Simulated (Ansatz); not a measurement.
Start from HfO2 (space group P4_2/nmc, No. 137; a = 3.567 Å, c = 5.166 Å).

Modification: Zr takes the place of Hf on all its sites, then cell and atoms are relaxed.

Levels (all Ansatz, a quantum-chemistry and plane-wave program, PAW): PBEsol (420 eV, no spin-orbit coupling); r2SCAN (500 eV, no spin-orbit coupling); HSE06 (420 eV, no spin-orbit coupling).

One geometry, relaxed with PBEsol, under each level:

```json
[
 {"level": "PBEsol", "band gap": "4.00 eV", "lowest conduction level above the VBM at special points": "Γ 4.00 eV; X 4.42 eV; R 4.54 eV; Z 4.58 eV", "pressure": "0.00 GPa"},
 {"level": "r2SCAN", "band gap": "?", "lowest conduction level above the VBM at special points": "?", "pressure": "?"},
 {"level": "HSE06", "band gap": "5.73 eV", "lowest conduction level above the VBM at special points": "Γ 5.73 eV; X 6.15 eV; R 6.29 eV", "pressure": "–"}
]
```

Give the withheld r2SCAN results.


- r2SCAN, band gap: 4.61 eV
- r2SCAN, lowest conduction level above the VBM at special points: Γ 4.61 eV; X 5.00 eV; R 5.12 eV; Z 5.18 eV
- r2SCAN, pressure: 3.58 GPa

Single points use the geometry relaxed with PBEsol. Their cutoffs differ, which shifts pressures a little. The hybrid gap comes from the SCF mesh plus the semilocal run's edge points and a few special points and is an upper bound. Whether these cells are dynamically stable was not tested. This is not the structure that ZrO2 has at room temperature and ambient pressure. This is not the structure that HfO2 has at room temperature and ambient pressure.
